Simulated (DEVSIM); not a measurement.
Structure: abrupt Si p-n junction, at 350 K.

Layer 1 from the left is Si, thickness (μm) 0.870, Na (cm⁻³) 6.2e17, τn (s) 2.7e-5, τp (s) 2.7e-5. Layer 2 from the left is Si, thickness (μm) 140, Nd (cm⁻³) 1.1e17, τn (s) 2.7e-5, τp (s) 2.7e-5.

Left contact: ohmic. Right contact: ohmic. Voltage is applied to the left contact. Recombination: SRH at mid-gap, radiative, Auger. Mobility is μmin + (μ − μmin)/(1 + (N/Nref)^α).

The device is made up for the run: typed textbook-type constants, with dimensions and the other settings drawn at random. Values at 300 K; Nc and Nv go as T^1.5, mobilities as T to minus their exponent, the gap by Varshni's rule with the affinity fixed.

Si: gap (eV) 1.124, affinity (eV) 4.05, permittivity 11.7, Nc (cm⁻³) 2.86e19, Nv (cm⁻³) 3.1e19, μn (cm²/Vs) 1417, μp (cm²/Vs) 470, μn,min 52, μp,min 45, Nref,n 9.7e16, Nref,p 2.2e17, αn 0.68, αp 0.72, T exponent of μn 2.3, T exponent of μp 2.2, B (cm³/s) 4.7e-15, Cn (cm⁶/s) 2.8e-31, Cp (cm⁶/s) 9.9e-32, Varshni α (eV/K) 0.000473, Varshni β (K) 636.

### Question
Estimate by hand the built-in potential, the peak field at zero bias, the capacitance at -0.4 V, and compare with a numerical solution.

### Answer

- Built-in potential: ni = √(Nc Nv) exp(−Eg/2kT) = 3.78e11 cm⁻³ with Eg = 1.111 eV; Vbi = kT/q ln(Na Nd/ni²) = 0.811 V; numerical 0.811 V.
- Peak field at zero bias: depletion approximation: W = √(2εVbi/(qN)) = 0.106 μm with N = 9.34e16 cm⁻³; field = 2Vbi/W = 153000 V/cm; numerical 147000 V/cm (estimate above by 3.8 %).
- Capacitance at -0.4 V: C = √(qεN / 2(Vbi + |V|)) = 80.0 nF/cm²; numerical 82.1 nF/cm² (estimate below by 2.5 %).

DEVSIM, 1D drift-diffusion, Boltzmann statistics, complete ionisation; no tunnelling, impact ionisation, image-force lowering or self-heating.
